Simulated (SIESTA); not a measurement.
Worked example: relaxation of cell and atoms of Zr₂Al (I4/mcm, 6 atoms in the cell) in SIESTA.

Method of the run: SIESTA 5.4.2 with GGA PBEsol, numerical atomic orbitals DZP, PseudoDojo PBEsol standard norm-conserving potentials (rewritten from UPF to PSML).

```xyz
6
Lattice="-3.4032 3.4032 2.6727 3.4032 -3.4032 2.6727 3.4032 3.4032 -2.6727" Properties=species:S:1:pos:R:3 pbc="T T T"
Zr     1.0305     2.3727     0.0000
Zr     2.3727     1.0305     2.6727
Zr     4.4338     1.0305     0.0000
Zr    -1.0305     2.3727     2.6727
Al     0.0000     0.0000     1.3363
Al     0.0000     0.0000     4.0090
```

Reference input (self-consistent single point, DFT, GGA PBEsol, numerical atomic orbitals DZP, PseudoDojo PBEsol standard norm-conserving potentials (rewritten from UPF to PSML)): XC.functional = GGA; XC.authors = PBEsol; potentials = PseudoDojo PBEsol standard; PAO.BasisSize = DZP; PAO.EnergyShift = 0.01 Ry; MeshCutoff = 400 Ry; kgrid.MonkhorstPack = 5 5 5; OccupationFunction = MP; OccupationMPOrder = 0; ElectronicTemperature = 0.1 eV; MaxSCFIterations = 150; SCF.Mixer.Method = Broyden. This run's input differs from it in these lines:

```diff
@@ -46,2 +46,7 @@
 Diag.ParallelOverK           true
+MD.TypeOfRun                 Broyden
+MD.Steps                     40
+MD.MaxForceTol               0.02 eV/Ang
+MD.VariableCell              true
+MD.MaxStressTol              0.05 GPa
 WriteForces                  true
```

Log, with long lists cut:

```
        iscf     Eharris(eV)        E_KS(eV)     FreeEng(eV)     dDmax    Ef(eV) dHmax(eV)
   scf:    1    -5599.481179    -5629.640008    -5629.670082  1.706634 -5.448282  4.789413
   scf:    2    -5633.421425    -5631.857990    -5631.890784  0.077496 -5.618071  2.586944
   scf:    3    -5632.872440    -5632.474130    -5632.508501  0.069088 -5.767815  0.869971
   scf:    4    -5632.661105    -5632.592733    -5632.629273  0.047321 -5.854308  0.064724
   scf:    5    -5632.596852    -5632.595453    -5632.631989  0.009914 -5.866755  0.030031
   scf:    6    -5632.595788    -5632.595663    -5632.632146  0.001574 -5.863257  0.010744
   scf:    7    -5632.595767    -5632.595716    -5632.632169  0.001159 -5.864173  0.005538
   scf:    8    -5632.595762    -5632.595739    -5632.632176  0.000838 -5.864882  0.001075
   scf:    9    -5632.595747    -5632.595743    -5632.632177  0.000225 -5.865013  0.000510
   scf:   10    -5632.595743    -5632.595743    -5632.632177  0.000084 -5.865090  0.000177
SCF Convergence by DM+H criterion
max |DM_out - DM_in|         :     0.0000835920
max |H_out - H_in|      (eV) :     0.0001772046
SCF cycle converged after 10 iterations

Using DM_out to compute the final energy and forces

siesta: E_KS(eV) =            -5632.5957

siesta: E_KS - E_eggbox =     -5632.5957

siesta: Atomic forces (eV/Ang):
     1    0.009429   -0.009429   -0.000000
     2   -0.009429    0.009429    0.000000
     3    0.008022    0.008022    0.001646
     4   -0.008022   -0.008022   -0.001646
     5   -0.000003    0.000003   -0.000000
     6    0.000003   -0.000003    0.000000
   Tot    0.000000   -0.000000    0.000000
   Max    0.009429
   Res    0.005862    sqrt( Sum f_i^2 / 3N )
   Max    0.009429    constrained

   [... lines left out ...]
siesta: Pressure (static):        -22.32675326  kBar
siesta: Pressure (total):        -22.32675326  kBar
No target stress found, assuming hydrostatic MD.TargetPressure.
Target stress (kBar)
outcell: Cell volume (Ang**3)        :    121.1488
        iscf     Eharris(eV)        E_KS(eV)     FreeEng(eV)     dDmax    Ef(eV) dHmax(eV)
siesta: Pressure (static):         -0.00051547  kBar
siesta: Pressure (total):         -0.00051547  kBar
outcell: Cell volume (Ang**3)        :    121.1488
siesta: FreeEng =     -5632.652165
   [... lines left out ...]
siesta:    -0.000008   -0.000004   -0.000015
siesta:    -0.000004   -0.000008   -0.000015
siesta:    -0.000015   -0.000015    0.000017

siesta: Cell volume =        121.148835 Ang**3

siesta: Pressure (static):
siesta:                Solid            Molecule  Units
siesta:          -0.00000000         -0.00000004  Ry/Bohr**3
siesta:          -0.00000032         -0.00000373  eV/Ang**3
siesta:          -0.00051547         -0.00597593  kBar
```

The run converged. 

Summary of the result:
- Free energy E − TS: -5632.6522 eV
- Fermi level (on the code's own zero): -5.95 eV
- Pressure: 0.00 GPa
- Final cell: a = b = 5.460 Å, c = 5.461 Å, α = β = 103.83°, γ = 121.45°
- Final volume per atom: 20.19 Å³
- Relaxation steps: 11

The starting cell comes from a database of computed structures (which also holds hypothetical and non-ambient phases and stackings), without a prior relaxation at this level. Its lattice was rescaled by a random factor within 2.5 % of one. Values carry the incompleteness of an atom-centred basis.

Cost on one core of a shared machine: roughly 6 min.
